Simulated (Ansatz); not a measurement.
Structure of amorphous In9Ga9Zn9O36H (periodic cell):

```xyz
64
Lattice="9.2839 0.0000 0.0000 0.0000 9.2839 0.0000 0.0000 0.0000 9.2839" Properties=species:S:1:pos:R:3 pbc="T T T"
In     1.5319     3.7265     0.6722
In     0.7447     8.3119     5.6612
In     7.0448     4.4352     8.2430
In     8.7062     1.7028     4.7271
In     3.9816     5.0104     8.0259
In     2.4365     6.8535     1.4902
In     7.2495     1.6250     0.8675
In     6.9592     7.2504     6.3564
In     0.6600     5.5194     7.2870
Ga     0.9482     0.6041     2.0751
Ga     5.1440     7.0145     3.2881
Ga     0.4109     4.7955     3.9611
Ga     3.8630     1.4936     0.5380
Ga     5.6010     7.5801     0.4772
Ga     5.3735     1.8706     6.6193
Ga     9.1626     1.8909     7.9461
Ga     3.3728     9.0323     4.4772
Ga     6.4192     4.3556     5.0187
Zn     8.6940     7.6475     0.0337
Zn     7.6065     8.4946     3.1567
Zn     2.9076     2.8322     3.6910
Zn     7.7677     5.2684     1.8251
Zn     2.3594     2.5983     6.4582
Zn     2.9793     6.0603     5.1175
Zn     5.4065     1.6774     3.6160
Zn     4.9288     4.1876     1.7662
Zn     3.7512     8.8041     7.6456
O      0.8086     8.1890     1.3227
O      0.6338     1.1215     6.4551
O      0.1631     1.7475     0.5121
O      1.0843     3.1076     4.4998
O      3.9367     8.6404     0.3091
O      6.6792     2.3209     5.0769
O      7.7853     5.1136     6.3791
O      0.8814     6.1711     5.1247
O      5.4089     3.7898     6.8444
O      3.7620     1.5405     7.8762
O      2.4303     1.8277     1.8678
O      4.5509     6.2263     1.5196
O      5.1527     8.8989     3.8065
O      6.6939     3.8177     0.9562
O      7.3285     2.1992     7.9943
O      3.8012     1.5701     5.2103
O      1.5647     0.1485     3.9092
O      8.5976     5.5891     0.0462
O      8.3820     0.9760     2.7348
O      5.8016     9.2040     6.9866
O      7.8850     4.4945     3.6285
O      8.0216     8.6347     5.0109
O      2.8927     8.0645     6.1049
O      4.7050     3.7053     3.6233
O      3.2185     7.1597     3.5579
O      2.1978     5.8556     8.8791
O      1.3453     5.0282     2.3187
O      9.0132     7.5006     7.3593
O      5.6669     6.1601     4.9151
O      2.7462     4.6586     6.3671
O      7.0320     8.7993     0.0552
O      5.7017     6.4090     8.1779
O      6.8016     7.0917     2.2005
O      0.9402     3.4486     7.8824
O      3.6765     3.5678     0.3457
O      5.3445     1.5017     1.6593
H      6.3171     9.2319     7.8611
```

Computed with PBE, scalar-relativistic without spin-orbit coupling (plane waves to 420 eV, PAW; Ansatz, a first-principles code). The usual formal charges leave 1 electrons over, so the level spacing at the Fermi energy parts defect or band states and needn't be the band gap.

Preparation: random packing, a CHGNet melt and quench, and a DFT relaxation. O atoms were pushed apart under 1.9 Å during the dynamics, to hinder bonds among them. The hot cell started wider than the set density and was brought back towards it in steps. It is the lowest in DFT energy of 4 quenches. It is a model cell: composition and starting density were chosen by hand, and all elements were melted together. No dispersion term was used. Its density started from a set value of 5.87 and ended at 5.87 g/cm³. The quench (nominally 440 K/ps over its main leg) was far faster than any real one, so the model tends to hold more defects than a real film. Values belong to this one cell and scatter from quench to quench. The volume was held where the preparation left it, at a PBE pressure of -0.9 GPa (tension). Stress components on the final sampling reach 2.0 GPa.

Bonds are counted up to In-In 3.12 Å, In-Ga 2.90 Å, In-Zn 2.90 Å, In-O 2.82 Å, In-H 2.08 Å, Ga-Ga 2.68 Å, Ga-Zn 2.68 Å, Ga-O 2.56 Å, Ga-H 1.84 Å, Zn-Zn 2.68 Å, Zn-O 2.46 Å, Zn-H 1.84 Å, O-O 1.58 Å, O-H 1.16 Å, H-H 0.90 Å. Two cations that share two anions don't count as bonded, nor two that share one unless they lie closer than In-In 3.04 Å, In-Ga 2.82 Å, In-Zn 2.82 Å, Ga-Ga 2.61 Å, Ga-Zn 2.61 Å, Zn-Zn 2.61 Å.

### Question
Give the coordination numbers, mean bond lengths and angles.

### Answer

```json
{
  "Mean coordination of In by anions": "6.00 (1 with 5, 7 with 6, 1 with 7)",
  "Mean coordination of Ga by anions": "5.00 (2 with 4, 5 with 5, 2 with 6)",
  "Mean coordination of Zn by anions": "4.22 (1 with 3, 6 with 4, 1 with 5, 1 with 6)",
  "Mean coordination of O": "3.83 (7 with 3, 28 with 4, 1 with 5)",
  "Mean coordination of H": "1.00 (1 with 1)",
  "Mean In-O bond": "2.257 Å (spread 0.132 Å, 54 counted)",
  "Mean Ga-O bond": "1.997 Å (spread 0.117 Å, 45 counted)",
  "Mean Zn-O bond": "2.060 Å (spread 0.121 Å, 38 counted)",
  "Bond angle at In": "mean 103.6°, spread 29.8°",
  "Bond angle at Ga": "mean 106.4°, spread 26.0°",
  "Bond angle at Zn": "mean 107.1°, spread 23.6°",
  "Bond angle at O": "mean 109.4°, spread 17.3°"
}
```

### Question
List the pairs of like atoms that count as bonded by the rules above.

### Answer
There are none by these rules.

### Question
What Bader charges do the atoms carry, from a run on the zone centre alone?

### Answer
Means (range): In +1.80 e (+1.76 to +1.84), Ga +1.81 e (+1.77 to +1.85), Zn +1.22 e (+1.20 to +1.27), O -1.23 e (-1.25 to -1.19), H +0.59 e (+0.59 to +0.59).
| atom | charge (e) |
|---|---|
| In1 | +1.78 |
| In2 | +1.84 |
| In3 | +1.77 |
| In4 | +1.78 |
| In5 | +1.76 |
| In6 | +1.84 |
| In7 | +1.82 |
| In8 | +1.81 |
| In9 | +1.83 |
| Ga10 | +1.85 |
| Ga11 | +1.81 |
| Ga12 | +1.80 |
| Ga13 | +1.81 |
| Ga14 | +1.79 |
| Ga15 | +1.83 |
| Ga16 | +1.77 |
| Ga17 | +1.80 |
| Ga18 | +1.85 |
| Zn19 | +1.23 |
| Zn20 | +1.20 |
| Zn21 | +1.20 |
| Zn22 | +1.21 |
| Zn23 | +1.27 |
| Zn24 | +1.22 |
| Zn25 | +1.24 |
| Zn26 | +1.21 |
| Zn27 | +1.21 |
| O28 | -1.23 |
| O29 | -1.21 |
| O30 | -1.24 |
| O31 | -1.22 |
| O32 | -1.23 |
| O33 | -1.20 |
| O34 | -1.23 |
| O35 | -1.24 |
| O36 | -1.21 |
| O37 | -1.22 |
| O38 | -1.23 |
| O39 | -1.23 |
| O40 | -1.25 |
| O41 | -1.21 |
| O42 | -1.24 |
| O43 | -1.24 |
| O44 | -1.25 |
| O45 | -1.23 |
| O46 | -1.23 |
| O47 | -1.22 |
| O48 | -1.24 |
| O49 | -1.21 |
| O50 | -1.23 |
| O51 | -1.20 |
| O52 | -1.22 |
| O53 | -1.22 |
| O54 | -1.24 |
| O55 | -1.21 |
| O56 | -1.23 |
| O57 | -1.19 |
| O58 | -1.23 |
| O59 | -1.23 |
| O60 | -1.22 |
| O61 | -1.23 |
| O62 | -1.22 |
| O63 | -1.23 |
| H64 | +0.59 |
